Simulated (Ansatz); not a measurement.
Ansatz (an electronic-structure program) run on IrW (Pmma, 4 atoms in the cell): zone-centre phonon calculation.

Method of the run: LDA (PW92), default PAW files made with PBE (plane waves; Ansatz).

```
CELL_PARAMETERS angstrom
      4.48288     0.00000     0.00000
      0.00000     2.78128     0.00000
      0.00000     0.00000     4.83960
ATOMIC_POSITIONS crystal
  Ir 0.25000 0.50000 0.32243
  Ir 0.75000 0.50000 0.67757
  W  0.25000 0.00000 0.82738
  W  0.75000 0.00000 0.17262
```

Reference input (self-consistent single point, DFT, LDA (PW92), plane waves, default PAW files made with PBE): basis.ecutwfc = 30.9 Ry; kpoints.mp_grid.grid = 8 12 7; hamiltonian.xc = lda; hamiltonian.pseudopotentials = {kind: paw} (the program's default PAW files); scf.occupations.method = gaussian; scf.occupations.width = 0.0073 Ry. This run's input differs from it in these lines:

Ansatz 0.2 input:
```diff
@@ -14,3 +14,3 @@
 kpoints:
-  mp_grid: { grid: [8, 12, 7] }
+  mp_grid: { grid: [12, 12, 12] }
 hamiltonian:
@@ -20,6 +20,5 @@
   occupations: { method: gaussian, width: 0.0073 Ry }
-output:
-  forces: true
-  eigenvalues: true
-  stress: true
+phonons:
+  method: dfpt
+  qmesh: [1, 1, 1]
```

Log, with long lists cut:

```
SCF iter   1: F=—  HF=-43587.695117 eV  |F-HF|=—  |Δ(HF+E_count)|=         —  Δρ=1.04e-2  dr2=5.26e-2  ethr=1.77e-3  ⟨swp⟩=5.3  Hψ=44259  notcnv=0  defer=2
all-band conjugate gradients solve this SCF's bands
preconditioner: auto → Kerker (q_TF=auto, 2.741 Å⁻¹)
SCF iter   2: F=—  HF=-43587.693033 eV  |F-HF|=—  |Δ(HF+E_count)|=   2.08e-3  Δρ=5.94e-3  dr2=1.72e-2  ethr=8.48e-5  ⟨swp⟩=1.1  Hψ=15804  notcnv=0  defer=2
   [... lines left out ...]
SCF iter   5: F=—  HF=-43587.691361 eV  |F-HF|=—  |Δ(HF+E_count)|=   3.65e-6  Δρ=2.19e-5  dr2=2.94e-7  ethr=7.87e-9  ⟨swp⟩=2.3  Hψ=16564  notcnv=0  defer=2
SCF iter   6: F=—  HF=-43587.691361 eV  |F-HF|=—  |Δ(HF+E_count)|=   4.98e-8  Δρ=4.58e-6  dr2=1.60e-8  ethr=4.73e-10  ⟨swp⟩=2.0  Hψ=17354  notcnv=0  defer=2
SCF iter   7: F=—  HF=-43587.691361 eV  |F-HF|=—  |Δ(HF+E_count)|=   3.89e-9  Δρ=8.09e-7  dr2=4.13e-10  ethr=2.58e-11  ⟨swp⟩=2.0  Hψ=17576  notcnv=0  defer=2
SCF iter   8: F=-43587.691361 eV  HF=-43587.691361 eV  |F-HF|=1.46e-11  |Δ(HF+E_count)|=  9.46e-11  Δρ=1.34e-7  dr2=6.19e-12  ethr=1.00e-12  ⟨swp⟩=8.5  Hψ=67008  notcnv=0
SCF 1 converged in 8 iterations: F = -43587.691361 eV  dr2 = 6.19e-12
DFPT response loops at Γ: preconditioner auto → Kerker (q_TF=auto, 2.741 Å⁻¹) (partly filled bands, converged f_vac=0.000) …
the response loops of the zone centre start from zero, take more passes and end by a threshold …
Free energy (F): -43587.691361 eV
Internal energy: -43587.680314 eV  (E = F + TS)
E sigma→0 (E₀):  -43587.685837 eV
Entropy (-TS):   -0.011047 eV (-2.762 meV/atom)
Fermi energy:    23.186638 eV
   [... lines left out ...]
  largest difference from the sums on the solved wave vectors: F 6.09e-1 eV, S 8.67e-4 and C_V 2.58e-4 eV/K
  zero-point energy: 0.086938 eV/cell   skipped modes (ω ≤ 0): 3   left out of the sums: 6.24e-5 of the cell's modes …
```

The run converged in 8 iterations. 

Summary of the result:
```
Quantity                                                                                               Result
--------------------------------------------------------  ---------------------------------------------------
Free energy E − TS (on the zero of these files)                                                -43587.6914 eV
Fermi level (on the code's own zero)                                                                 23.19 eV
Zone-centre frequencies (cm⁻¹; negative means imaginary)  0, 0, 0, 86, 102, 113, 137, 147, 151, 162, 164, 170
```

The starting cell comes from a database of computed structures (which also holds hypothetical and non-ambient phases and stackings), without a prior relaxation at this level. Its lattice was rescaled by up to half a per cent. Spin polarisation is off.

Cost on one core of a shared machine: roughly 10 min.
